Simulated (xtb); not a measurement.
xtb 6.7.1, GFN2-xTB: Zr(Br)(OMe)3 (C[O][Zr]([Br])([O]C)[O]C), 17 atoms. The geometry is a generated start, not checked to be a minimum at this level.

| Item | Value |
|---|---|
| run flags | --grad |
| method | GFN2-xTB |
| --acc | 1 (default) |
| --etemp (K) | 300 (default) |
| basis functions | 53 |
| valence electrons | 50 |

```xyz
17

Zr     0.3196    -0.0938     0.6617
Br    -0.1864     1.7043     2.3108
O     -1.3488    -0.5125    -0.0891
C     -2.3827     0.4322    -0.1001
H     -2.0227     1.4220    -0.4482
H     -3.1742     0.0959    -0.7830
H     -2.8208     0.5421     0.9080
O      1.1280    -1.5107     1.5803
C      1.3456    -2.5881     0.7148
H      1.6963    -2.2303    -0.2804
H      2.1182    -3.2474     1.1354
H      0.4171    -3.1767     0.5900
O      1.4455     0.7501    -0.5815
C      0.9591     1.8690    -1.2603
H      0.5758     2.6328    -0.5507
H      1.7730     2.3274    -1.8401
H      0.1573     1.5837    -1.9675
```

Charge 0 and multiplicity 1 are set for this test and not shown to be the ground state.

One run each on 1 thread. Values of broydamp tried: 0.02, 0.05, 0.1, 0.2, 0.4 (default), 0.6, 0.8, 1.

**Question.** Which value of broydamp needs the fewest SCC iterations, and what happens away from it?

**Answer.** Fewest SCC iterations, within one of each other: 0.4 (default) with 14, 0.6 with 13, 0.8 with 13, 1 with 14. The count rises to 23 at 0.02. All converge to one solution.

```json
[
 {"broydamp": "0.02", "SCC iterations": "23", "end": "same solution"},
 {"broydamp": "0.05", "SCC iterations": "21", "end": "same solution"},
 {"broydamp": "0.1", "SCC iterations": "18", "end": "same solution"},
 {"broydamp": "0.2", "SCC iterations": "16", "end": "same solution"},
 {"broydamp": "0.4 (default)", "SCC iterations": "14", "end": "same solution"},
 {"broydamp": "0.6", "SCC iterations": "13", "end": "same solution"},
 {"broydamp": "0.8", "SCC iterations": "13", "end": "same solution"},
 {"broydamp": "1", "SCC iterations": "14", "end": "same solution"}
]
```
